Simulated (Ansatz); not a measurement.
Consider the following.

End structure of a constructed model of the (111) surface of fcc Ag, a layer of Sn in place of the third plane (bottom of the slab: a bare face, its two planes held):

```yaml
crystal:
  lattice:
    - [2.93338, 0.00000, 0.00000]
    - [-1.46669, 2.54038, 0.00000]
    - [0.00000, 0.00000, 28.00000]
  atoms:
    - { symbol: Ag, position: [0.33333, 0.66667, 0.28744] }
    - { symbol: Ag, position: [0.66667, 0.33333, 0.37298] }
    - { symbol: Ag, position: [0.00000, 0.00000, 0.45802] }
    - { symbol: Sn, position: [0.33333, 0.66667, 0.55343] }
    - { symbol: Ag, position: [0.66667, 0.33333, 0.64879] }
    - { symbol: Ag, position: [0.00000, 0.00000, 0.73430] }
```

Slab: 6 atoms, 11.9 Å thick at the start with caps and adatoms (thin: gaps and levels are the slab's own); k 15x15x1, smearing 0.1 eV, dipole-corrected; 2 atoms held, the rest relaxed; symmetry of the start imposed; no spin, no spin-orbit, no U. In PBE it lies 0.05 eV a 1x1 cell over the lowest computed structure of the same composition (a layer of Sn in place of the second plane).

Estimate the work function of the top face that PBE in Ansatz (an electronic-structure program) returns for this input.

4.57 eV
